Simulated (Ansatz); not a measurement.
# Amorphous Hf₁₈O₃₆H

A CHGNet melt-quench gave the starting glass, which DFT then relaxed. O atoms were pushed apart under 1.9 Å during the dynamics, to hinder bonds among them. The hot cell started wider than the set density and was brought back towards it in steps. It is the lowest in DFT energy of 2 quenches. It is a model cell: composition and starting density were chosen by hand, and all elements were melted together. No dispersion term was used. Cycles of charging and discharging annealed it further.

Methods: PBE, scalar-relativistic without spin-orbit coupling (Ansatz, a first-principles code); r2SCAN, scalar-relativistic without spin-orbit coupling (Ansatz); HSE06, scalar-relativistic without spin-orbit coupling (Ansatz). Geometry, pressure, stress and energy are those of the PBE run. Its sampling: a 2×2×2 Γ-centred mesh; Fermi-Dirac width 0.02 eV; collinear spin, started from a total moment of 1 μB (at the end a net moment of 1.0 μB). Other functionals are single points at the zone centre (r2SCAN at 500 eV; exact exchange cut at the cell's faces), free to take moments where seeds were set. The usual formal charges leave 1 electrons over, so the level spacing at the Fermi energy parts defect or band states and needn't be the band gap. In the spin-polarised cell the level spacing at the Fermi energy can part levels of unlike spin.

The number of atoms in the cell is 55 and the density (volume relaxed, without dispersion) is 9.33 g/cm³. The volume per atom is 12.27 Å³ and the pressure on a 2×2×2 Γ-centred mesh is -0.84 GPa. The largest force and stress component on that mesh (the relaxation ran on the zone centre alone) comes out as 0.12 eV/Å and 2.1 GPa and the energy relative to HfO2 (P2_1/c) + H2 gas (lowest mix at this level among the phases computed, not always the ambient ones) is 0.203 eV/atom. The level spacing at the Fermi energy on a 2×2×2 Γ-centred mesh (PBE) is 0.87 eV and the level spacing at the Fermi energy at the zone centre (PBE) is 0.95 eV. The level spacing at the Fermi energy at the zone centre (r2SCAN) is 1.34 eV and the level spacing at the Fermi energy at the zone centre (HSE06) comes out as 1.96 eV. The net moment comes out as 1.00 μB.

Bonds are counted up to Hf-Hf 3.34 Å, Hf-O 2.66 Å, Hf-H 2.27 Å, O-O 1.58 Å, O-H 1.16 Å, H-H 0.90 Å. Two cations that share two anions don't count as bonded, nor two that share one unless they lie closer than Hf-Hf 3.25 Å.

| Quantity | Result |
|---|---|
| Mean coordination of Hf by anions | 6.67 (1 with 5, 6 with 6, 9 with 7, 2 with 8) |
| Mean coordination of O | 3.36 (3 with 2, 17 with 3, 16 with 4) |
| Mean coordination of H | 1.00 (1 with 1) |
| Mean Hf-O bond | 2.175 Å (spread 0.127 Å, 120 counted) |
| Bond angle at Hf | mean 101.7°, spread 29.8° |

Its density started from a set value of 8.94 g/cm³. The quench (nominally 500 K/ps over its main leg) was far faster than any real one, so the model tends to hold more defects than a real film. Values belong to this one cell and scatter from quench to quench. The volume was free in the relaxation, at fixed shape. Stress components on the final sampling reach 2.1 GPa. On a 2×2×2 Γ-centred mesh force components of up to 0.12 eV/Å stay, since the relaxation ran on the zone centre alone. Cycles of charging lowered its energy after that relaxation.
